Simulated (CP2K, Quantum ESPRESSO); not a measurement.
A Quantum ESPRESSO input for a self-consistent single point of LaIn₅Ir (P4/mmm, 7 atoms in the cell) (DFT, LDA (PZ), plane waves, GBRV 1.5 ultrasoft (LDA) pseudopotentials):

```fortran
&control
 calculation = 'scf',
 prefix = 'lain5ir',
 outdir = './tmp/',
 pseudo_dir = './',
 tprnfor = .true.,
 tstress = .true.,
/
&system
 ibrav = 0,
 nat = 7,
 ntyp = 3,
 ecutwfc = 40,
 ecutrho = 320,
 occupations = 'smearing',
 smearing = 'fermi-dirac',
 degauss = 0.0099958,
/
&electrons
 conv_thr = 1.0d-10,
/
ATOMIC_SPECIES
La   138.9055  la_lda_v1.uspp.F.UPF
In   114.8180  in_lda_v1.4.uspp.F.UPF
Ir   192.2170  ir_lda_v1.2.uspp.F.UPF
ATOMIC_POSITIONS crystal
La    0.00000000    0.00000000    0.00000000
In    0.50000000    0.00000000    0.69287000
In    0.50000000    0.00000000    0.30713000
In    0.00000000    0.50000000    0.69287000
In    0.00000000    0.50000000    0.30713000
In    0.50000000    0.50000000    0.00000000
Ir    0.00000000    0.00000000    0.50000000
K_POINTS automatic
5 5 3  0 0 0
CELL_PARAMETERS angstrom
   4.65117800     0.00000000     0.00000000
   0.00000000     4.65117800     0.00000000
   0.00000000     0.00000000     7.51927300
```

Question: Translate this input to CP2K.

Answer: This is the input that was run; spellings and numerical settings could be chosen otherwise.

```
&GLOBAL
  PROJECT lain5ir
  RUN_TYPE ENERGY_FORCE
  PRINT_LEVEL LOW
&END GLOBAL
&FORCE_EVAL
  METHOD Quickstep
  STRESS_TENSOR ANALYTICAL
  &DFT
    BASIS_SET_FILE_NAME BASIS_MOLOPT
    BASIS_SET_FILE_NAME BASIS_MOLOPT_UCL
    POTENTIAL_FILE_NAME GTH_POTENTIALS
    &QS
      METHOD GPW
      EPS_DEFAULT 1E-10
    &END QS
    &MGRID
      CUTOFF 500
      REL_CUTOFF 50
      NGRIDS 5
    &END MGRID
    &SCF
      SCF_GUESS ATOMIC
      EPS_SCF 1E-6
      MAX_SCF 100
      ADDED_MOS 15
      &DIAGONALIZATION
        ALGORITHM STANDARD
      &END DIAGONALIZATION
      &MIXING
        METHOD BROYDEN_MIXING
        ALPHA 0.2
        NBUFFER 12
        BETA 1.5
      &END MIXING
      &SMEAR ON
        METHOD FERMI_DIRAC
        ELECTRONIC_TEMPERATURE [K] 1578.21
      &END SMEAR
    &END SCF
    &KPOINTS
      SCHEME MONKHORST-PACK 5 5 3
    &END KPOINTS
    &XC
      &XC_FUNCTIONAL PADE
      &END XC_FUNCTIONAL
    &END XC
    &PRINT
      &MO
        EIGENVALUES T
        OCCUPATION_NUMBERS T
        NDIGITS 8
        FILENAME mo
        &EACH
          QS_SCF 0
        &END EACH
        ADD_LAST NUMERIC
      &END MO
      &MULLIKEN OFF
      &END MULLIKEN
    &END PRINT
  &END DFT
  &SUBSYS
    &CELL
      A 4.65117800 0.00000000 0.00000000
      B 0.00000000 4.65117800 0.00000000
      C 0.00000000 0.00000000 7.51927300
      PERIODIC XYZ
    &END CELL
    &COORD
      SCALED
      La       0.00000000     0.00000000     0.00000000
      In       0.50000000     0.00000000     0.69287000
      In       0.50000000     0.00000000     0.30713000
      In       0.00000000     0.50000000     0.69287000
      In       0.00000000     0.50000000     0.30713000
      In       0.50000000     0.50000000     0.00000000
      Ir       0.00000000     0.00000000     0.50000000
    &END COORD
    &KIND La
      BASIS_SET DZVP-MOLOPT-SR-GTH-q11
      POTENTIAL GTH-PADE-q11
    &END KIND
    &KIND In
      BASIS_SET DZVP-MOLOPT-SR-GTH-q13
      POTENTIAL GTH-PADE-q13
    &END KIND
    &KIND Ir
      BASIS_SET DZVP-MOLOPT-SR-GTH-q17
      POTENTIAL GTH-PADE-q17
    &END KIND
  &END SUBSYS
  &PRINT
    &FORCES ON
    &END FORCES
    &STRESS_TENSOR ON
    &END STRESS_TENSOR
  &END PRINT
&END FORCE_EVAL
```

Basis settings and potentials, where a program has them, do not carry over. This input uses DFT LDA (Pade form), GPW, DZVP-MOLOPT-SR-GTH basis, GTH-PADE potentials (GTH_POTENTIALS). LDA parametrisations can differ slightly between programs.

The starting cell comes from a database of computed structures (which also holds hypothetical and non-ambient phases and stackings), without a prior relaxation at this level. Its lattice was rescaled by a random factor within 2.5 % of one. For this run, on top of that: lattice scaled by 0.98.
